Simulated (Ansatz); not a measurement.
## Several settings converged on YSn3 (Pm-3m, 4 atoms in the cell)

```
YSn3
1.0
    4.71443     0.00000     0.00000
    0.00000     4.71443     0.00000
    0.00000     0.00000     4.71443
Y Sn
1 3
Cartesian
  0.00000   0.00000   0.00000
  2.35722   2.35722   0.00000
  0.00000   2.35722   2.35722
  2.35722   0.00000   2.35722
```

Base method: LDA (PW92), default PAW files made with PBE (plane waves; Ansatz, a first-principles code).

Base settings: basis.ecutwfc = 420 eV; kpoints.mp_grid.grid = 7 7 7; hamiltonian.xc = lda; hamiltonian.pseudopotentials = {kind: paw} (the program's default PAW files); scf.occupations.method = fermi_dirac; scf.occupations.width = 0.1 eV.

Core times come from one kind of shared machine, to one figure; runs under 30 s give none.

**Zone-centre phonons against the cutoff**

In this ladder: phonons.method = dfpt.

The mesh stays at the base's, so the ladder's end is converged at best in this setting alone.

Frequencies are those of the unrelaxed cell, without the LO-TO term of polar crystals.

Only quantities that move along the ladder and can be compared are tabulated.

| basis.ecutwfc | highest zone-centre frequency (cm⁻¹) | lowest optical frequency (cm⁻¹) |
|---|---|---|
| 210 eV | 143.0 | 39.9 |
| 250 eV | 132.0 | 75.1 |
| 295 eV | 132.7 | 61.6 |
| 355 eV | 133.1 | 64.0 |
| 420 eV | 133.1 | 64.0 |
| 505 eV | 133.1 | 64.1 |
| 630 eV | 133.0 | 64.1 |

Coarsest basis.ecutwfc that holds the highest zone-centre frequency within 2 cm⁻¹ of the last step, with all finer ones: 250 eV; the step before is off by 10.0 cm⁻¹.

Coarsest basis.ecutwfc that holds the lowest optical frequency within 10 cm⁻¹ of the last step, with all finer ones: 295 eV; the step before is off by 11 cm⁻¹.

**Zone-centre phonons against the mesh**

In this ladder: phonons.method = dfpt.

Frequencies are those of the unrelaxed cell, without the LO-TO term of polar crystals.

Only quantities that move along the ladder and can be compared are tabulated.

```tsv
kpoints.mp_grid.grid	highest zone-centre frequency (cm⁻¹)	lowest optical frequency (cm⁻¹)	core time / last (rough)
2 2 2	119.7	75.9	–
3 3 3	120.8	59.5	–
4 4 4	130.8	58.6	–
5 5 5	130.8	56.6	–
6 6 6	131.8	65.0	0.04
8 8 8	132.4	62.7	0.08
10 10 10	131.5	62.5	0.2
13 13 13	132.2	62.1	0.3
16 16 16	132.2	62.2	1
```

Coarsest kpoints.mp_grid.grid that holds the lowest optical frequency within 10 cm⁻¹ of the last step, with all finer ones: 3 3 3; the step before is off by 14 cm⁻¹.

Coarsest kpoints.mp_grid.grid that holds the highest zone-centre frequency within 1 cm⁻¹ of the last step, with all finer ones: 6 6 6, at about 0.04 of the last step's time; the step before is off by 1.4 cm⁻¹.

Two neighbours can agree and both be off: 2 2 2 and 3 3 3 differ by 1.1 cm⁻¹ in the highest zone-centre frequency, yet lie about 11 cm⁻¹ from the last step.

**The force threshold of a relaxation**

On YSn3 (P4mm, 4 atoms in the cell): one atom moved by 0.15 angstrom.

In this ladder: relax = atoms.

The mesh stays at the base's, so the ladder's end is converged at best in this setting alone.

Only quantities that move along the ladder and can be compared are tabulated.

```tsv
relax.f_tol	free energy less the last step's (meV/atom)	largest force left (eV/Å)	relaxation steps
0.2 eV/Å	0.94	0.1328	2
0.1 eV/Å	0.00	0.0020	3
0.05 eV/Å	0.00	0.0020	3
0.03 eV/Å	0.00	0.0020	4
0.02 eV/Å	0.00	0.0020	4
0.01 eV/Å	0.00	0.0020	4
0.005 eV/Å	0.00	0.0020	4
0.002 eV/Å	0.00	0.0001	5
0.001 eV/Å	0.00	0.0001	5
```

Coarsest relax.f_tol that holds the largest force left within 0.02 eV/Å of the last step, with all finer ones: 0.1 eV/Å; the step before is off by 0.13 eV/Å.

Coarsest relax.f_tol that holds the free energy within 0.05 meV/atom of the last step, with all finer ones: 0.1 eV/Å; the step before is off by 0.94 meV/atom.

On the base run: the starting cell comes from a database of computed structures (which also holds hypothetical and non-ambient phases and stackings), without a prior relaxation at this level. Its lattice was rescaled by up to half a per cent. In the base run, with a pressure of about -4 GPa the cell is away from its equilibrium volume at this level.

Keys are those of Ansatz 0.2.
